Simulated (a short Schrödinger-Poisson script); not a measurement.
System: symmetric double-gate stack, SiO2 on p-type Si(100), at 300 K.

| layer | material | thickness (nm) | Na (cm⁻³) |
|---|---|---|---|
| 1 | SiO2 | 2.3 | - |
| 2 | Si | 2 | 4e16 |
| 3 | SiO2 | 2.3 | - |

The device is made up for the run: typed textbook-type constants, with dimensions and the other settings drawn at random. SiO2: permittivity 3.9, conduction-band edge (eV) 3.15, gap (eV) 9, electron mass (mₑ) 0.5. Si: permittivity 11.7, conduction-band edge (eV) 0, gap (eV) 1.124, Nv at 300 K (cm⁻³) 3.1e19.

Channel valleys (confinement mass, in-plane density-of-states mass, number): Δ2 0.916, 0.19, 2; Δ4 0.19, 0.417, 4. At the gates, both at one voltage, the conduction-band edge of layer 1 lies 3.67 eV − eVg above the Fermi level of the channel. Gaps are held at their typed values at every temperature. Mesh 0.03 nm at interfaces.

From a short Schrödinger-Poisson script (our own, NumPy): 1D Poisson equation in equilibrium, electrons quantum, Hartree (BenDaniel-Duke, 12 states a valley, the channel's in-plane mass for all, wave functions free to enter the dielectric), parabolic valleys, classical holes, full ionisation, no traps, pinning or gate leakage.

The same stack at other levels of the model or other numerical settings:

```json
[
 {"run": "base", "sheet density of all electrons at Vg = 2 V (cm⁻²)": "2.22e13", "sheet density of all electrons at Vg = 0.8 V (cm⁻²)": "3.26e12", "capacitance of both gates at Vg = 2 V (μF/cm²)": "2.65", "gate voltage at 1e11 electrons/cm² (V)": "0.52", "rough cost against the base": "about 1"},
 {"run": "electrons treated as classical, Boltzmann", "sheet density of all electrons at Vg = 2 V (cm⁻²)": "2.62e13", "sheet density of all electrons at Vg = 0.8 V (cm⁻²)": "?", "capacitance of both gates at Vg = 2 V (μF/cm²)": "2.90", "gate voltage at 1e11 electrons/cm² (V)": "0.43", "rough cost against the base": "0.06"},
 {"run": "electrons treated as classical, Fermi-Dirac", "sheet density of all electrons at Vg = 2 V (cm⁻²)": "?", "sheet density of all electrons at Vg = 0.8 V (cm⁻²)": "4.91e12", "capacitance of both gates at Vg = 2 V (μF/cm²)": "?", "gate voltage at 1e11 electrons/cm² (V)": "0.43", "rough cost against the base": "0.1"},
 {"run": "mesh six times as coarse", "sheet density of all electrons at Vg = 2 V (cm⁻²)": "2.21e13", "sheet density of all electrons at Vg = 0.8 V (cm⁻²)": "3.23e12", "capacitance of both gates at Vg = 2 V (μF/cm²)": "2.62", "gate voltage at 1e11 electrons/cm² (V)": "0.53", "rough cost against the base": "0.3"},
 {"run": "one subband a valley", "sheet density of all electrons at Vg = 2 V (cm⁻²)": "2.22e13", "sheet density of all electrons at Vg = 0.8 V (cm⁻²)": "3.26e12", "capacitance of both gates at Vg = 2 V (μF/cm²)": "2.65", "gate voltage at 1e11 electrons/cm² (V)": "0.52", "rough cost against the base": "0.4"}
]
```

Q: Fill in the missing entries.

A: 
- electrons treated as classical, Fermi-Dirac, sheet density of all electrons at Vg = 2 V (cm⁻²): 2.52e13
- electrons treated as classical, Boltzmann, sheet density of all electrons at Vg = 0.8 V (cm⁻²): 5.05e12
- electrons treated as classical, Fermi-Dirac, capacitance of both gates at Vg = 2 V (μF/cm²): 2.77

The classical rows ignore confinement, and Boltzmann statistics overrate the density once the band edge passes the Fermi level.
